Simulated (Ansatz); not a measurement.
Base system: InP in the zinc blende structure (space group F-43m, No. 216; a = 5.8269 Å). Axes: x, y, z lie along the cube axes.

Calculations: LDA (Ansatz, an electronic-structure program), no spin-orbit coupling.

It is then changed as follows: an isotropic linear strain of −1.50 %, atoms relaxed at fixed cell.

Question: Predict the stress tensor and what it implies for the stiffness.

Answer: Stress of the strained cell less that of the base (GPa, compression positive):
```
   3.58    0.00    0.00
   0.00    3.58    0.00
   0.00    0.00    3.58
```

Then B = −ΔP/(ΔV/V₀) with ΔV/V₀ = -0.0443 gives secant stiffness values (nonlinear terms included at this strain): B ≈ 81 GPa.

As a check, the harmonic strain energy −½ V₀ Δσ:ε is 12 meV/atom; the computed energy rise is 12 meV/atom.

No phonon test of stability was made.
